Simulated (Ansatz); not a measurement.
The parent structure is Na2Te in the anti-fluorite structure (space group Fm-3m, No. 225; a = 7.246 Å). Axes: x, y, z lie along the cube axes.

Method: Ansatz (an electronic-structure program) PBEsol, without spin-orbit coupling.

Strains are applied to the cell and any free atomic positions relax; under biaxial strain the out-of-plane vector relaxes too.

One change was made to it. Results:

The band gap falls by 0.11 eV (2.02 eV → 1.91 eV); the pressure (mean of the normal stresses, compression positive) falls by 0.43 GPa (0.01 GPa → -0.42 GPa); the energy grows by 2.1 meV/atom; the shortest interatomic distance falls by 0.0115 Å to 3.126 Å.

Problem. Which of these changes matches the shifts?
A) biaxial strain −1.25 %, plane normal [111], relaxed out of plane
B) biaxial strain +0.42 %, plane normal [111], relaxed out of plane
C) biaxial strain +2.50 %, plane normal [111], relaxed out of plane
D) biaxial strain +1.67 %, plane normal [111], relaxed out of plane
E) biaxial strain −2.50 %, plane normal [111], relaxed out of plane

Solution. D, biaxial strain +1.67 %, plane normal [111], relaxed out of plane. For comparison, the band gap in the other runs: biaxial strain −1.25 %, plane normal [111], relaxed out of plane gives 2.03 eV; biaxial strain −2.50 %, plane normal [111], relaxed out of plane gives 2.04 eV; biaxial strain +0.42 %, plane normal [111], relaxed out of plane gives 1.99 eV; biaxial strain +2.50 %, plane normal [111], relaxed out of plane gives 1.85 eV.

With Te present, leaving out spin-orbit coupling can change the band edges. Whether these cells are dynamically stable was not tested.
